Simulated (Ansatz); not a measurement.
Start from CdSe in the zinc blende structure (space group F-43m, No. 216; a = 6.196 Å).

Level of theory: plane-wave PAW DFT at the PBE level (Ansatz, an electronic-structure program, 420 eV), without spin-orbit coupling.

Base values:

* **Band gap**: 0.49 eV
* **Lattice parameter a**: 6.196 Å

One thing is altered: hydrostatic tension (pressure −2 GPa).

Question: What does the calculation give for the band gap and lattice parameter a after the change?

Answer: The band gap shrinks by 0.10 eV (0.49 eV → 0.39 eV); the lattice parameter a rises by 0.105 Å, from 6.196 Å to 6.301 Å.

Load acts through the strain it causes; cell and atoms are relaxed under it. Semilocal Kohn–Sham gaps tend to fall short of experiment. No phonon test of stability was made.
